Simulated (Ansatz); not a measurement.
The starting structures come from a database of crystals and need not be the phases stable at ambient conditions.

 Where the default PAW files enter, the runs use the earlier of Ansatz's two default sets.

Consider the following.

```
SnO2
1.0
    5.17526     0.00000     0.00000
    0.00000     7.31892     0.00000
    0.00000     3.65946     3.65946
Sn O
4 8
Direct
  0.50000   0.00000   0.50000
  0.00000   0.50000   0.00000
  0.50000   0.50000   0.50000
  0.00000   0.00000   0.00000
  0.16110   0.66110   0.50000
  0.83890   0.33890   0.50000
  0.66110   0.83890   0.00000
  0.33890   0.16110   0.00000
  0.83890   0.16110   0.17780
  0.16110   0.83890   0.82220
  0.33890   0.33890   0.32220
  0.66110   0.66110   0.67780
```

Space group of this cell: Pa-3. The cell is taken as given; by r2SCAN its mean pressure is -9.1 GPa.

Calculation: r2SCAN (plane waves, PAW; Ansatz, a program for electronic structure).

The current runs along the normal of the first two printed vectors; no spin-orbit coupling. Scaled by the factor s: all lengths (ions clamped). Meshes 8×8×8 and 6×4 across the current in all rows.

```tsv
s	mean pressure (GPa)	slowest mid-gap decay constant κ (1/Å)
0.98	4.1	0.164
1.00	-9.1	0.115
1.02	-18.7	?
```

Q: Take the slope of the slowest mid-gap decay constant κ against ln s from the two given rows, extrapolate to s = 1.02, and say what the run there gives.

A: Slope = (0.164 − 0.115) / ln 0.98 = -2.43 1/Å. The line gives 0.115 + (-2.43) × ln 1.02 = 0.067 1/Å. The run gives 0.068 1/Å, 0.001 1/Å over the line, 2 % of the predicted step.
